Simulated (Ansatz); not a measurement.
Seebeck coefficient (μV/K, mean over directions) of n-type AgBr (Fm-3m) against carrier density, PBEsol, rigid bands (Ansatz, a quantum-chemistry and plane-wave program). Computed gap 0.50 eV; densities at which minority carriers matter at this gap, or further valleys turn the trend, are left out. Conductivity mass 0.188 mₑ (harmonic mean over directions), N_c = 2.0e18 cm⁻³ at 300 K.

```
electron density  300 K  500 K
----------------  -----  -----
3e18 cm⁻³           ___   -252
1e19 cm⁻³          -109   -160
3e19 cm⁻³           -58    ___
1e20 cm⁻³           -28    -46
3e20 cm⁻³           ___    -25
```

Task: Fill in the missing entries.

Result: 
- 3e18 cm⁻³, 300 K: -191
- 3e19 cm⁻³, 500 K: -93
- 3e20 cm⁻³, 300 K: -15

Rigid bands with a gap fixed in temperature, one relaxation time for all states, no polarons or phonon drag, and whether or not such doping can be reached. Spin-orbit coupling is left out.
